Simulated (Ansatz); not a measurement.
An ideal cubic perovskite cell is held by its symmetry; such compounds can tilt or shift off centre at room temperature. The starting structures come from a database of crystals and need not be the phases stable at ambient conditions.

 Where the default PAW files enter, the runs use the earlier of Ansatz's two default sets.

Inside the gap of an insulator the Bloch states are evanescent, with a wavenumber k + iκ along the transport direction.

Data:

```
HgRbF3
1.0
    4.58655     0.00000     0.00000
    0.00000     6.48636     0.00000
    0.00000     3.24318     3.24318
Rb Hg F
1 1 3
Direct
  0.00000   0.00000   0.00000
  0.50000   0.50000   0.00000
  0.50000   0.50000   0.50000
  0.50000   0.00000   0.50000
  0.00000   0.50000   0.00000
```

Space group of this cell: Pm-3m, cubic perovskite. The cell was relaxed by PBE-D3(BJ); by PBEsol its mean pressure is -1.8 GPa.

Transport runs along the normal of the first two printed cell vectors, the (110) plane of the conventional cell.

No gap correction and no spin-orbit coupling; mid-gap values are interpolated between computed energies.

Compute, with PBEsol (Ansatz, a program for electronic structure), the band gap and the smallest decay constant κ at mid-gap.

Gap 0.45 eV on a 10×10×10 mesh; κ = 0.136 1/Å, at the zone centre.
